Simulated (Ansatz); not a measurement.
# Antifluorite Mg₂C (high-pressure phase): Voigt–Reuss–Hill bulk modulus by level of theory

No measured value is used here.

| level (code) | value (GPa) | cell (Å³/atom) |
|---|---|---|
| LDA (Ansatz) | (withheld) | 12.81 |
| PBE (Ansatz) | (withheld) | 13.56 |
| PBEsol (Ansatz) | 94.6 | 13.29 |
| r²SCAN (Ansatz) | 98.3 | 13.29 |
| HSE06 (Ansatz) | 99.9 | 13.22 |
| PBE0 (Ansatz) | 100 | 13.21 |

**Question.** Complete the blanks.

**Answer.** 
- LDA (Ansatz, a program for electronic structure), value (GPa): 102
- PBE (Ansatz), value (GPa): 90.7

Each level is taken at its own relaxed cell. Cutoffs and k meshes differ between the levels. Ansatz's density-functional and Hartree–Fock values are scalar-relativistic unless marked +SOC, with PAW data made under PBE.
